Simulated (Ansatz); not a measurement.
The reference is TiAl (space group P4/mmm, No. 123; relaxed with 0.1 eV smearing).

```yaml
crystal:
  lattice:
    - [2.81268, 0.00000, 0.00000]
    - [0.00000, 2.81268, 0.00000]
    - [0.00000, 0.00000, 4.06194]
  atoms:
    - { symbol: Al, position: [0.50000, 0.50000, 0.50000] }
    - { symbol: Ti, position: [0.00000, 0.00000, 0.00000] }
```

Cartesian axes are those of the cell as printed.

Computed with Kohn–Sham DFT with the r2SCAN functional, run in Ansatz (a quantum-chemistry and plane-wave program) with PAW and 500 eV plane waves, without spin-orbit coupling, earlier PAW set.

Base values:

| Property | Result |
|---|---|
| Pressure | 0.0 GPa |
| Shortest interatomic distance | 2.813 Å |

The change: uniaxial strain ε_yy = +3.58 %, all other strain components held at zero; the atoms relax in the strained cell.

Problem. How does this affect the energy relative to the base, pressure and shortest interatomic distance?

Solution. The energy rises by 13 meV/atom; the pressure (mean of the normal stresses, compression positive) goes from zero to -3.9 GPa; the shortest interatomic distance stays 2.813 Å.

Whether these cells are dynamically stable was not tested. All final runs are without spin polarisation.
